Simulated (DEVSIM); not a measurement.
System: Co/HfO2/p-GaAs capacitor, at 250 K.

Layer 1 from the left is HfO2, thickness (nm) 4.50. Layer 2 from the left is GaAs, thickness (nm) 1400, Na (cm⁻³) 2.1e17.

Metal gate on the left, work function 5 eV. Fixed charge at the semiconductor interface 1.7e12 cm⁻² (in units of +e); interface traps 2e12 cm⁻² eV⁻¹, uniform in energy, neutral level at 0.5 of the gap above the valence band.

The device is made up for the run: typed textbook-type constants, with dimensions and the other settings drawn at random. Values at 300 K; Nc and Nv go as T^1.5, mobilities as T to minus their exponent, the gap by Varshni's rule with the affinity fixed.

HfO2: gap (eV) 5.7, affinity (eV) 2.5, permittivity 22. GaAs: gap (eV) 1.424, affinity (eV) 4.07, permittivity 12.9, Nc (cm⁻³) 4.7e17, Nv (cm⁻³) 9e18, Varshni α (eV/K) 0.000541, Varshni β (K) 204.

Model (solved in DEVSIM): 1D Poisson equation in equilibrium, Boltzmann statistics, complete ionisation; no quantum confinement or tunnelling. Metal contacts follow the ideal Schottky-Mott rule: no Fermi-level pinning, no interface dipoles.

**Question.** What does the simulation give for the minimum of the low-frequency capacitance, the flat-band voltage?

**Answer.** minimum of the low-frequency capacitance 0.406 μF/cm²; flat-band voltage -0.55 V.
